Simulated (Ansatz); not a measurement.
## Al₂O₃ (Cmc2₁, No. 36, 10 atoms in the cell; start mp-754401; a measured phase of this formula has another space group)

Calculation: HSE06 (Ansatz, a first-principles code, plane waves, PAW).

Run with plane-wave cutoff 460 eV, 6×6×4 k mesh (along the axes of the cell as run), Fermi–Dirac smearing 0.01 eV, scalar-relativistic PAW data made under PBE.

Cell (relaxed with PBEsol):

```cif
data_Al8O12
_chemical_formula_sum 'Al8 O12'
_space_group_name_H-M_alt 'Cmc21'
_space_group_IT_number 36
_space_group_name_Hall 'C 2c -2'
_cell_length_a 9.70594
_cell_length_b 5.53029
_cell_length_c 4.94118
_cell_angle_alpha 90.000
_cell_angle_beta 90.000
_cell_angle_gamma 90.000
loop_
_space_group_symop_operation_xyz
  'x, y, z'
  '-x, -y, z+1/2'
  '-x, y, z'
  'x, -y, z+1/2'
  'x+1/2, y+1/2, z'
  '-x+1/2, -y+1/2, z+1/2'
  '-x+1/2, y+1/2, z'
  'x+1/2, -y+1/2, z+1/2'
loop_
_atom_site_label
_atom_site_type_symbol
_atom_site_symmetry_multiplicity
_atom_site_Wyckoff_symbol
_atom_site_fract_x
_atom_site_fract_y
_atom_site_fract_z
_atom_site_occupancy
Al1 Al 8 b 0.16782 0.16042 0.43124 1
O1 O 4 a 0.00000 0.21871 0.49114 1
O2 O 8 b 0.22140 0.11979 0.08705 1
```
(The calculation used a cell of 10 atoms; values per cell refer to that cell.)

- band gap: 6.00 eV (on the SCF k mesh) (direct)

Note: cell and atoms aren't relaxed at this level (largest force component 0.12 eV/Å, pressure -1.6 GPa).

Static lattice: no zero-point or thermal effects.

A start named mp-… is a Materials Project structure, which need not be a measured phase.
